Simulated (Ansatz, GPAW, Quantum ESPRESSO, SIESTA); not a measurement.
# LiAg3 (Pm-3m, 4 atoms in the cell) computed with different codes at matched settings

Self-consistent single point.

```xyz
4
Lattice="4.0334 0.0000 0.0000 0.0000 4.0334 0.0000 0.0000 0.0000 4.0334" Properties=species:S:1:pos:R:3 pbc="T T T"
Li     0.0000     0.0000     0.0000
Ag     0.0000     2.0167     2.0167
Ag     2.0167     0.0000     2.0167
Ag     2.0167     2.0167     0.0000
```

Shared settings, as Ansatz (a quantum-chemistry and plane-wave program) writes them: kpoints.mp_grid.grid = 6 6 6; scf.occupations.method = fermi_dirac; scf.occupations.width = 0.05 eV. Potentials and cutoffs stand in the table.

```json
[
 {"code": "SIESTA", "model": "GGA PBEsol, numerical atomic orbitals DZP, PseudoDojo PBEsol standard norm-conserving potentials (rewritten from UPF to PSML)", "pressure (GPa)": "-2.49", "cutoff": "grid 400 Ry"},
 {"code": "Quantum ESPRESSO", "model": "PBEsol, GBRV 1.5 ultrasoft (PBESOL) pseudopotentials", "pressure (GPa)": "-3.49", "cutoff": "40 Ry"},
 {"code": "GPAW", "model": "PBEsol, GPAW PAW datasets PBEsol (made by gpaw-setup)", "pressure (GPa)": "-2.18", "cutoff": "600 eV"},
 {"code": "Ansatz", "model": "PBEsol, PAW files made with PBE", "pressure (GPa)": "-2.21", "cutoff": "420 eV"}
]
```

The spread over the programs that give each value: pressure within 1.31 GPa.

SIESTA uses small atom-centred bases, whose incompleteness enters pressures, forces and empty levels differently from a plane-wave cutoff. Ansatz's pressure is given at a fixed set of plane waves, as the other plane-wave codes print theirs; with its correction for the finite basis it is -2.15 GPa. In the pressure, Quantum ESPRESSO (by 1.28) lies more than 1 GPa from the median of the plane-wave programs.

On the base mesh (8 8 8) the same programs gave: Ansatz pressure -2.18 GPa; Quantum ESPRESSO pressure -3.46 GPa; GPAW pressure -2.12 GPa; SIESTA pressure -2.52 GPa.

The starting cell comes from a database of computed structures (which also holds hypothetical and non-ambient phases and stackings), without a prior relaxation at this level. Its lattice was rescaled by a random factor within 2.5 % of one.

Left out of this page: CP2K (on another mesh); Elk (not drawn, or without a comparable value).

Keys are those of Ansatz 0.2.
